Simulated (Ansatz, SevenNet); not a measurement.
# GeSe (model structure, started from the 4H type, P6₃mc, No. 186, 8 atoms in the cell): properties by level of theory

```json
[
 {"level (code)": "SevenNet-0", "equilibrium lattice constant a (Å)": "4.802", "lattice parameter c (Å)": "11.541"},
 {"level (code)": "SevenNet-l3i5", "equilibrium lattice constant a (Å)": "4.838", "lattice parameter c (Å)": "11.414"},
 {"level (code)": "PBE (Ansatz)", "equilibrium lattice constant a (Å)": "4.799", "lattice parameter c (Å)": "11.467"},
 {"level (code)": "PBEsol (Ansatz)", "equilibrium lattice constant a (Å)": "4.713", "lattice parameter c (Å)": "11.105"}
]
```

Ansatz's density-functional and Hartree–Fock values are scalar-relativistic unless marked +SOC, with PAW data made under PBE.

Static lattice: no zero-point or thermal effects.

A model structure was made by putting elements into a prototype or built by hand; it is no filed structure, need not be a known phase, and can be a saddle point held by its symmetry.

Ansatz is a program for electronic structure.
